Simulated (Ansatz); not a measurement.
The parent structure is CeO2 in the fluorite structure (space group Fm-3m, No. 225; a = 5.437 Å).

Structures relaxed with r2SCAN (Ansatz, a first-principles code; PAW; 500 eV plane waves; no spin-orbit coupling).

Base:

Simulated powder pattern, Cu Kα1, λ = 1.54056 Å (kinematic, ideal powder, no thermal factors, no anomalous dispersion; the 14 strongest lines at most, above 2 %, up to 2θ = 90°):

```
2θ (°)  I/Imax (%)    hkl
------  ----------  -----
28.41          100  (111)
32.92           29  (200)
47.24           55  (220)
56.05           44  (311)
58.78          8.2  (222)
69.03          8.2  (400)
76.27           18  (331)
78.62           11  (420)
87.90           17  (422)
```

After one change:

Simulated powder pattern, Cu Kα1, λ = 1.54056 Å (kinematic, ideal powder, no thermal factors, no anomalous dispersion; the 14 strongest lines at most, above 2 %, up to 2θ = 90°):

```json
[
 {"2θ (°)": "29.35", "I/Imax (%)": "100"},
 {"2θ (°)": "34.01", "I/Imax (%)": "29"},
 {"2θ (°)": "48.87", "I/Imax (%)": "54"},
 {"2θ (°)": "58.03", "I/Imax (%)": "43"},
 {"2θ (°)": "60.87", "I/Imax (%)": "8.1"},
 {"2θ (°)": "71.60", "I/Imax (%)": "8.0"},
 {"2θ (°)": "79.20", "I/Imax (%)": "18"},
 {"2θ (°)": "81.69", "I/Imax (%)": "11"}
]
```

Problem. Which of these changes matches the shifts?
A) pressure 15 GPa
B) pressure 22.5 GPa
C) pressure −2 GPa
D) pressure 30 GPa

Solution. B, pressure 22.5 GPa. Its volume per atom is 12.18 Å³ against 13.40 Å³, and its space group is Fm-3m (No. 225).

Load acts through the strain it causes; cell and atoms are relaxed under it. Stability against distortions was not tested. Competing high-pressure phases were not computed. Seeded moments were not kept for the base. The final runs are not spin-polarised.
